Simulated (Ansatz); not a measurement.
Functionals compared on the (011) surface of MnP-type NiSi in its 1x1 cell (cut with top plane 2 Si, bottom plane 2 Si), outermost plane spacing 0.78 Å in the ideal cut, in Ansatz (plane waves, PAW). The structure was relaxed with PBE; the other rows are single points on it, each with its references at the same level. Cutoff 420 eV (500 eV for r2SCAN).

Set-up: 32 atoms, Ni16Si16, 10.6 Å thick at the start; mesh 7x6x1; 0.1 eV smearing; dipole correction on; all atoms relaxed; held to the start's symmetry, so lower structures may exist; no spin (magnetic order not tried), no spin-orbit, no U. These notes are the PBE run's.

```tsv
functional	surface energy (J/m²)	work function of the top face (eV)	rough cost of the single point
PBE	1.56	4.69	–
LDA	1.89	4.90	roughly 4 core-minutes
PBEsol	(withheld)	(withheld)	about 5 core-minutes (a rough figure)
RPBE	1.40	4.61	around 4 core-minutes (rough)
r2SCAN	1.69	4.79	around 9 core-minutes (rough)
```

Q: Some entries are withheld; supply them.

A: 
- PBEsol, surface energy (J/m²): 1.82
- PBEsol, work function of the top face (eV): 4.75

Ansatz is a quantum-chemistry and plane-wave program.
